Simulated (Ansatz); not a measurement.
We consider LiF (P6₃mc, No. 186, 4 atoms in the cell; start mp-1185301; a measured phase of this formula has another space group), described by dielectric-dependent PBEsol hybrid (Ansatz, a quantum-chemistry and plane-wave program, plane waves, PAW).

Numerical settings: plane-wave cutoff 460 eV, 9×9×6 k mesh (along the axes of the cell as run), Fermi–Dirac smearing 0.01 eV, scalar-relativistic PAW data made under PBE.

The cell is the one relaxed with PBEsol. Conventional cell: a = 3.0957 Å, b = 3.0957 Å, c = 4.8097 Å, α = 90.00°, β = 90.00°, γ = 120.00°.

```
CELL_PARAMETERS angstrom
      3.09569     0.00000     0.00000
     -1.54785     2.68095     0.00000
      0.00000     0.00000     4.80971
ATOMIC_POSITIONS crystal
  Li 0.33333 0.66667 0.38236
  Li 0.66667 0.33333 0.88236
  F  0.33333 0.66667 0.99263
  F  0.66667 0.33333 0.49263
```

Question: List the 10 lowest band energies at Γ above −25 eV (eV, relative to the valence band maximum), grouping those that round alike.

Answer: At Γ: -22.66, -22.40, -2.35, -0.57 (×2), -0.20 (×2), 0.00, 13.92, 18.59.

Note: the run warned that its exchange threshold was loose for the stress; cell and atoms aren't relaxed at this level (pressure -3.3 GPa).

A start named mp-… is a Materials Project structure, which need not be a measured phase.
